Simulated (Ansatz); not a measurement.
BN (model structure, started from the rocksalt type, Fm-3m, No. 225, 2 atoms in the cell), treated with r²SCAN (Ansatz, a program for electronic structure, PAW).

Run with plane-wave cutoff 560 eV, 16×16×16 k mesh, Fermi–Dirac smearing 0.01 eV, scalar-relativistic PAW data made under PBE.

Cell (relaxed at this level):

```cif
data_B4N4
_chemical_formula_sum 'N4 B4'
_space_group_name_H-M_alt 'Fm-3m'
_space_group_IT_number 225
_space_group_name_Hall '-F 4 2 3'
_cell_length_a 3.49166
_cell_length_b 3.49166
_cell_length_c 3.49166
_cell_angle_alpha 90.000
_cell_angle_beta 90.000
_cell_angle_gamma 90.000
loop_
_atom_site_label
_atom_site_type_symbol
_atom_site_symmetry_multiplicity
_atom_site_Wyckoff_symbol
_atom_site_fract_x
_atom_site_fract_y
_atom_site_fract_z
_atom_site_occupancy
N1 N 4 a 0.00000 0.00000 0.00000 1
B1 B 4 b 0.50000 0.50000 0.50000 1
```
(The calculation used a cell of 2 atoms; values per cell refer to that cell.)

Problem. Estimate the band gap, smallest direct gap on the k points sampled and Γ–Γ gap that the calculation returns.

Solution. 
- band gap = 1.34 eV (indirect)
- smallest direct gap on the k points sampled = 6.54 eV
- Γ–Γ gap = 10.71 eV

Note: the relaxation could raise the start's symmetry but not lower it, so the cell can be a saddle point.

Static lattice: no zero-point or thermal effects.

A model structure was made by putting elements into a prototype or built by hand; it is no filed structure, need not be a known phase, and can be a saddle point held by its symmetry.
